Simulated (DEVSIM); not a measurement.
Structure: Ru/SiON/p-GaSb capacitor, at 300 K.

Layer 1 from the left is SiON, thickness (nm) 2.90. Layer 2 from the left is GaSb, thickness (nm) 17000, Na (cm⁻³) 6.5e14.

Metal gate on the left, work function 4.7 eV. Fixed charge at the semiconductor interface 7.7e11 cm⁻² (in units of +e); no interface traps.

This is a model device: material constants are rounded textbook-type values typed into the input, and sizes, dopings and lifetimes were drawn at random. Values at 300 K.

SiON: gap (eV) 7, affinity (eV) 1.4, permittivity 5.5. GaSb: gap (eV) 0.726, affinity (eV) 4.06, permittivity 15.7, Nc (cm⁻³) 2.1e17, Nv (cm⁻³) 1.8e19.

Model (solved in DEVSIM): 1D Poisson equation in equilibrium, Boltzmann statistics, complete ionisation; no quantum confinement or tunnelling. Metal contacts follow the ideal Schottky-Mott rule: no Fermi-level pinning, no interface dipoles.

Q: What does the simulation give for the threshold voltage (band bending 2φF), the flat-band voltage, the minimum of the low-frequency capacitance?

A: threshold voltage (band bending 2φF) 0.42 V; flat-band voltage 0.11 V; minimum of the low-frequency capacitance 0.0192 μF/cm².
